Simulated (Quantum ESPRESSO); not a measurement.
Habitual settings against a tight run: AlPt (P2_13, 8 atoms in the cell)

Self-consistent single point.

```
CELL_PARAMETERS angstrom
      4.86234     0.00000     0.00000
      0.00000     4.86234     0.00000
      0.00000     0.00000     4.86234
ATOMIC_POSITIONS crystal
  Al 0.84403 0.84403 0.84403
  Al 0.65597 0.15597 0.34403
  Al 0.34403 0.65597 0.15597
  Al 0.15597 0.34403 0.65597
  Pt 0.15506 0.15506 0.15506
  Pt 0.34494 0.84494 0.65506
  Pt 0.65506 0.34494 0.84494
  Pt 0.84494 0.65506 0.34494
```

Method of the run: LDA (PZ), GBRV 1.5 ultrasoft (LDA) pseudopotentials (plane waves; Quantum ESPRESSO).

Base settings: ecutwfc = 40 Ry; ecutrho = 320 Ry; occupations = smearing; smearing = gaussian; degauss = 0.0073499 Ry; potentials = {Al: al_lda_v1.uspp.F.UPF, Pt: pt_lda_v1.4.uspp.F.UPF}; K_POINTS = automatic 6 6 6 0 0 0; conv_thr = 1e-10 Ry; mixing_beta = 0.3.

Tight run (finer mesh or higher cutoff; not a proven limit): ecutwfc: 40 Ry → 56 Ry; ecutrho: 320 Ry → 448 Ry; conv_thr: 1e-10 Ry → 7.3e-11 Ry; K_POINTS: automatic 6 6 6 0 0 0 → automatic 9 9 9 0 0 0. It gave Fermi level (on the code's own zero) 16.23 eV; pressure -3.80 GPa; largest force (vector length) 0.050 eV/Å.

Quick runs, as changes from the base:
- A: the base itself
- B: ecutwfc: 40 Ry → 20 Ry; ecutrho: 320 Ry → 160 Ry; smearing: gaussian → methfessel-paxton; degauss: 0.0073499 Ry → 0.0147 Ry; K_POINTS: automatic 6 6 6 0 0 0 → automatic 4 4 4 0 0 0
- C: ecutwfc: 40 Ry → 28 Ry; ecutrho: 320 Ry → 224 Ry; smearing: gaussian → fermi-dirac; degauss: 0.0073499 Ry → 0.019992 Ry; conv_thr: 1e-10 Ry → 7.3e-05 Ry; K_POINTS: automatic 6 6 6 0 0 0 → automatic 8 8 8 1 1 1
- D: ecutwfc: 40 Ry → 24 Ry; ecutrho: 320 Ry → 192 Ry; smearing: gaussian → methfessel-paxton; degauss: 0.0073499 Ry → 0.0099958 Ry
- E: ecutwfc: 40 Ry → 20 Ry; ecutrho: 320 Ry → 160 Ry; pseudopotentials: {Al: al_lda_v1.uspp.F.UPF, Pt: pt_lda_v1.4.uspp.F.UPF} → {Al: Al.pbe-n-kjpaw_psl.1.0.0.UPF, Pt: pt_pbe_v1.4.uspp.F.UPF}; K_POINTS: automatic 6 6 6 0 0 0 → automatic 8 8 8 0 0 0; input_dft: default → pbesol [PBEsol]
- F: ecutwfc: 40 Ry → 20 Ry; ecutrho: 320 Ry → 160 Ry; smearing: gaussian → methfessel-paxton; degauss: 0.0073499 Ry → 0.0147 Ry; K_POINTS: automatic 6 6 6 0 0 0 → automatic 2 2 2 0 0 0

Energies are extrapolated to zero smearing width, which holds to low order in the width alone (under cold and Methfessel-Paxton smearing the free energy itself is taken).

Dashes: time of B, C, F, under 30 s; pressure of C, not trusted under this conv_thr with d or f elements; energy of E, another energy zero.

† marks runs with another functional, U, potentials or spin treatment: their distance from the tight run is not a convergence error alone.

The count of work is k-points × plane waves × bands × iterations; it is no time. Core times come from one kind of shared machine and are given to one figure; runs under 30 s give none.

The starting cell comes from a database of computed structures (which also holds hypothetical and non-ambient phases and stackings), without a prior relaxation at this level. Its lattice was rescaled by a random factor within 2.5 % of one. Spin polarisation is off. In the base run, with a pressure of about -4 GPa the cell is away from its equilibrium volume at this level.

```tsv
run	energy less tight (meV/atom)	pressure less tight (GPa)	largest miss in a force vector (eV/Å)	count of work / tight	core time / tight (rough)
A	10.0	-0.36	0.005	0.30	0.3
B	2937.3	-168.87	0.239	0.046	–
C	76.6	–	0.021	0.094	–
D	552.6	-45.53	0.061	0.13	0.1
E†	–	-163.85	0.263	0.19	0.2
F	2917.3	-163.47	0.225	0.018	–
```

Among the runs at the tight run's level, the energy misses run from 10.0 to 2937.3 meV/atom.
